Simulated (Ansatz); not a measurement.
Take ZnS in the zinc blende structure (space group F-43m, No. 216) as the base.

```
CELL_PARAMETERS angstrom
      0.00000     2.69455     2.69455
      2.69455     0.00000     2.69455
      2.69455     2.69455     0.00000
ATOMIC_POSITIONS crystal
  Zn 0.00000 0.00000 0.00000
  S  0.25000 0.25000 0.25000
```

Cartesian axes are those of the cell as printed.

Method: plane-wave PAW DFT at the r2SCAN level (Ansatz, a first-principles code, 500 eV), no spin-orbit coupling.

Strains are applied to the cell and any free atomic positions relax; under biaxial strain the out-of-plane vector relaxes too.

One change was made to it. Results:

```json
[
 {"quantity": "energy relative to the base (free energy F)", "base": "0 meV/atom", "after": "+3.2 meV/atom"},
 {"quantity": "pressure (mean of the normal stresses, compression positive)", "base": "0.00 GPa", "after": "1.40 GPa"}
]
```

Which change produced these results?
A. biaxial strain −2.08 %, plane normal [111], relaxed out of plane
B. biaxial strain −2.50 %, plane normal [111], relaxed out of plane
C. biaxial strain −1.25 %, plane normal [111], relaxed out of plane

C, biaxial strain −1.25 %, plane normal [111], relaxed out of plane. For comparison, the energy relative to the base in the other runs: biaxial strain −2.50 %, plane normal [111], relaxed out of plane gives +13 meV/atom; biaxial strain −2.08 %, plane normal [111], relaxed out of plane gives +8.9 meV/atom.

Whether these cells are dynamically stable was not tested.
